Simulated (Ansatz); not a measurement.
Point defects in GaSb

The reference is a 16-atom supercell of GaSb in the zinc blende structure (space group F-43m, No. 216; a = 6.214 Å) at its relaxed geometry.

One neutral defect a cell, atoms relaxed at fixed cell.

Computed with DFT with PBE, PAW potentials and a 420 eV plane-wave cutoff in Ansatz (a first-principles code), no spin-orbit coupling.

```json
[
 {"change": "perfect supercell", "pressure": "0.0 GPa", "largest displacement of a host atom from its site in the perfect cell": "–"},
 {"change": "B on a Sb site", "pressure": "-3.5 GPa", "largest displacement of a host atom from its site in the perfect cell": "0.48 Å"},
 {"change": "Ga on a Sb site (antisite), symmetric start", "pressure": "-0.8 GPa", "largest displacement of a host atom from its site in the perfect cell": "0.13 Å"},
 {"change": "Zn on a Ga site, symmetric start", "pressure": "-0.3 GPa", "largest displacement of a host atom from its site in the perfect cell": "0.05 Å"},
 {"change": "Ga vacancy", "pressure": "-1.7 GPa", "largest displacement of a host atom from its site in the perfect cell": "0.18 Å"}
]
```

In so small a cell the defect repeats every few ångströms: this is an ordered compound, not a dilute defect. Defects with a symmetric start kept the site's symmetry and may sit on a saddle; the others started slightly shaken. All final runs are without spin polarisation.
